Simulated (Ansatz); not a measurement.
The cell is built on a prototype and need not be the phase stable at ambient conditions.

By r2SCAN, the system below comes out a metal.

The ballistic (Sharvin) conductance counts the channels at the Fermi level: G/A = (e²/h) × channels of both spins per area.

Here is the system:

```yaml
crystal:
  lattice:
    - [4.80541, 0.00000, 0.00000]
    - [-2.40271, 4.16161, 0.00000]
    - [2.40271, 1.38720, 1.96180]
  atoms:
    - { symbol: Pd, position: [0.00000, 0.00000, 0.00000] }
    - { symbol: Te, position: [0.00000, 0.50000, 0.50000] }
```

Space group of this cell: Pm-3m, CsCl type. The cell was relaxed by PBE-D3(BJ); by r2SCAN its mean pressure is 4.2 GPa.

The current flows along the normal of the first two printed cell vectors. No spin-orbit coupling; the value is a mean over 0.1 eV about the Fermi level.

**Question.** Compute, with r2SCAN in Ansatz (an electronic-structure program), the ballistic conductance per area.

**Answer.** 0.68 × 10¹⁵ S/m² for both spins.
